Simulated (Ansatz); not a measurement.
Functionals compared on the (100) surface of fcc Ir in its 1x1 cell (the real clean face reconstructs), outermost plane spacing 1.94 Å in the ideal cut, in Ansatz (plane waves, PAW). The structure was relaxed with PBE; the other rows are single points on it, each with its references at the same level. Cutoff 420 eV (500 eV for r2SCAN).

Model: 6-atom slab, 9.7 Å thick at the start (thin: gaps and levels are the slab's own), 14x14x1 mesh, Fermi-Dirac 0.1 eV, dipole correction, all atoms relaxed; symmetry of the start imposed; no spin, no spin-orbit, no U. These notes are the PBE run's.

```json
[
 {"functional": "PBE", "surface energy (J/m²)": "2.84", "work function of the top face (eV)": "5.55", "rough cost of the single point": "–"},
 {"functional": "LDA", "surface energy (J/m²)": "3.43", "work function of the top face (eV)": "5.90", "rough cost of the single point": "about 25 core-seconds (a rough figure)"},
 {"functional": "PBEsol", "surface energy (J/m²)": "3.27", "work function of the top face (eV)": "5.67", "rough cost of the single point": "around 21 core-seconds (rough)"},
 {"functional": "RPBE", "surface energy (J/m²)": "2.61", "work function of the top face (eV)": "5.40", "rough cost of the single point": "about 25 core-seconds (a rough figure)"},
 {"functional": "r2SCAN", "surface energy (J/m²)": "3.13", "work function of the top face (eV)": "5.64", "rough cost of the single point": "very roughly 40 core-seconds"}
]
```

Ansatz is an electronic-structure program.
